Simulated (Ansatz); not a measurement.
**SiC, response to strain**

Take SiC (space group P6_3mc, No. 186) as the base.

```
SiC
1.0
    3.07776     0.00000     0.00000
   -1.53888     2.66542     0.00000
    0.00000     0.00000    10.07734
Si C
4 4
Direct
  0.00000   0.00000   0.00030
  0.00000   0.00000   0.50030
  0.66667   0.33333   0.75024
  0.33333   0.66667   0.25024
  0.00000   0.00000   0.81287
  0.00000   0.00000   0.31287
  0.66667   0.33333   0.56221
  0.33333   0.66667   0.06221
```

Cartesian axes are those of the cell as printed.

Strains are applied to the cell and any free atomic positions relax; under biaxial strain the out-of-plane vector relaxes too; under stress the whole cell relaxes.

All numbers come from DFT with r2SCAN, PAW potentials and a 500 eV plane-wave cutoff in Ansatz (a program for electronic structure), no spin-orbit coupling, earlier PAW set.

Candidates:
(a) biaxial strain −1.66 %, plane normal [001], relaxed out of plane
(b) uniaxial stress, 0.5 GPa tension along x
(c) tensor shear ε_xz = +1.93 %
(d) strain tensor (xx, yy, zz, yz, xz, xy) = (+0.37, −0.58, +1.66, −0.30, −2.12, +1.21) %

For the base:

| Item | Value |
|---|---|
| Band gap | 2.60 eV |

Task: Order them by band gap, highest first.

Result: (b) uniaxial stress, 0.5 GPa tension along x (2.59 eV), (a) biaxial strain −1.66 %, plane normal [001], relaxed out of plane (2.47 eV), (c) tensor shear ε_xz = +1.93 % (2.40 eV), (d) strain tensor (xx, yy, zz, yz, xz, xy) = (+0.37, −0.58, +1.66, −0.30, −2.12, +1.21) % (2.24 eV)

Stability under load was not tested beyond the relaxation.
